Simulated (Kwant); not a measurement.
Model system: six-terminal Hall bar in a InAs two-dimensional gas. Effective mass 0.023 mₑ, grid spacing 5.8 nm, hard walls, nominal width 150 nm (25 grid rows, so walls 150.8 nm apart), one parabolic valley, scattering region 390 nm long along x; energies count from the band bottom; Fermi energy 0.0271 eV. Four side probes 75 nm wide, two on each edge; current runs along x; the sign of the Hall resistance is a convention. Perpendicular field swept from 0.44867 to 9.1529 T, also in the leads; orbital effect alone.

The device is made up for the run: typed textbook-type constants, with dimensions and the other settings drawn at random.

Computed with Kwant: effective-mass tight-binding model on a square grid, one spin, coherent transport at 0 K. Resistances are in h/e².

Problem. How many Landau levels lie under the Fermi energy, and what Hall resistance follows, at 27.1 meV and 2.37 T; 27.1 meV and 4.58 T; 27.1 meV and 5.32 T; 27.1 meV and 6.79 T?

Solution. ħωc = ħeB/m = 5.03 meV a tesla; levels lie at (n + ½)ħωc. E/ħωc = 2.28 gives 2 levels and h/(2e²) = 0.500; simulated 0.500. E/ħωc = 1.18 gives 1 level and h/(1e²) = 1.000; simulated 1.000. E/ħωc = 1.01 gives 1 level and h/(1e²) = 1.000; simulated 1.000. E/ħωc = 0.79 gives 1 level and h/(1e²) = 1.000; simulated 1.000.
